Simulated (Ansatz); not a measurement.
# Response to strain in Ti2AlC

Consider Ti$_{2}$AlC (space group P6_3/mmc, No. 194; a = 3.037 Å, c = 13.638 Å; a cell from a computed database, its experimental status unchecked). Axes: x lies along a and z along c of the hexagonal cell.

Strains are applied to the cell and any free atomic positions relax; under biaxial strain the out-of-plane vector relaxes too; under stress the whole cell relaxes.

Computed with PBEsol, PAW, 420 eV (Ansatz, a first-principles code; no SOC).

Notes on the quantities. energy relative to the base: free energy F; pressure: mean of the normal stresses, compression positive.

| change | energy relative to the base | pressure | shortest interatomic distance |
|---|---|---|---|
| base | 0 meV/atom | 0.0 GPa | 2.090 Å |
| biaxial strain +1.05 %, plane normal [001], relaxed out of plane | – | -2.4 GPa | 2.101 Å |
| isotropic strain −5.50 % | +0.201 eV/atom | 35.0 GPa | 2.010 Å |
| isotropic strain −3.97 % | +100 meV/atom | 22.8 GPa | 2.032 Å |
| uniaxial stress, 8 GPa compression along z | (withheld) | – | 2.088 Å |

Problem. Some entries are withheld; estimate them.

Solution. 
- uniaxial stress, 8 GPa compression along z, energy relative to the base: +9.9 meV/atom

Without a gap, meshes like the base's 18×18×4 leave anisotropic stresses uncertain by several tenths of a GPa, and small strain energies with them. Beyond what the load breaks, stability against distortions was not tested. The final runs are not spin-polarised.
